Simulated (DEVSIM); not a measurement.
System: illuminated Si n-on-p cell, one wavelength, at 300 K.

Layer 1 from the left is Si, thickness (μm) 0.0610, Nd (cm⁻³) 1.1e18, τn (s) 1e-5, τp (s) 2.7e-6, absorption coefficient (cm⁻¹) 1600. Layer 2 from the left is Si, thickness (μm) 250, Na (cm⁻³) 4.4e15, τn (s) 0.00014, τp (s) 0.00014, absorption coefficient (cm⁻¹) 1600.

Left contact: ohmic, minority hole recombination velocity 300 cm/s. Right contact: ohmic, minority electron recombination velocity 4e6 cm/s. Voltage is applied to the left contact. Recombination: SRH at mid-gap, radiative, Auger. Light enters at the left, 1.1e17 photons cm⁻² s⁻¹, one pass, no reflection. Mobility is μmin + (μ − μmin)/(1 + (N/Nref)^α).

Constants are typed, rounded textbook-type inputs, not results; the design itself was drawn at random and stands for no fabricated device. Values at 300 K.

Si: gap (eV) 1.124, affinity (eV) 4.05, permittivity 11.7, Nc (cm⁻³) 2.86e19, Nv (cm⁻³) 3.1e19, μn (cm²/Vs) 1417, μp (cm²/Vs) 470, μn,min 52, μp,min 45, Nref,n 9.7e16, Nref,p 2.2e17, αn 0.68, αp 0.72, B (cm³/s) 4.7e-15, Cn (cm⁶/s) 2.8e-31, Cp (cm⁶/s) 9.9e-32.

DEVSIM, 1D drift-diffusion, Boltzmann statistics, complete ionisation; no tunnelling, impact ionisation, image-force lowering or self-heating.

Dark forward current:

```tsv
|V| (V)	|J| (A/cm²)
0.05	8.155e-11
0.10	4.404e-10
0.15	2.419e-9
0.20	1.474e-8
0.25	9.617e-8
0.30	6.488e-7
0.35	4.441e-6
0.40	3.058e-5
0.45	0.0002111
0.50	0.001458
0.55	0.01003
0.60	0.06694
0.65	0.3934
0.70	1.783
0.75	6.277
0.80	18.51
0.85	46.62
0.90	95.85
0.95	162.3
1.00	241.0
1.05	329.5
1.10	426.3
1.15	530.6
1.20	641.6
1.25	758.8
1.30	881.8
```

Task: Work out the local ideality factor n = ΔV / (kT/q · ln(J2/J1)) between the rows 0.15 and 0.20 V, 0.45 and 0.50 V, 1.25 and 1.30 V.

Result: kT/q = 25.85 mV. From 0.15 to 0.20 V: ln(1.474e-8/2.419e-9) = 1.807, n = 1.07, near the 1 of diffusion or emission over a barrier. From 0.45 to 0.50 V: ln(0.001458/0.0002111) = 1.932, n = 1.00, near the 1 of diffusion or emission over a barrier. From 1.25 to 1.30 V: ln(881.8/758.8) = 0.150, n = 12.88.

Task: What current could the absorbed light give at most, and what share is collected?

Result: Σ αd = 40.0, so qΦ(1 − exp(−Σ αd)) = 17.6 mA/cm². The simulated short-circuit current is 17.21 mA/cm², a share of 0.98.

Task: Estimate the open-circuit voltage by superposition: the voltage at which the dark current equals that short-circuit current.

Result: Interpolating ln J in the table gives 0.564 V. The simulation gives 0.563 V, the same within the digits that matter. Superposition holds where collection doesn't change with voltage.

Task: Estimate the fill factor from FF0 = (v − ln(v + 0.72))/(v + 1), v = qVoc/(nkT), with n from the dark curve.

Result: The rows about Voc, 0.55 and 0.60 V, give n = 1.02, so v = 21.4 and FF0 = 0.817. The simulation gives 0.817, the same within the digits that matter.
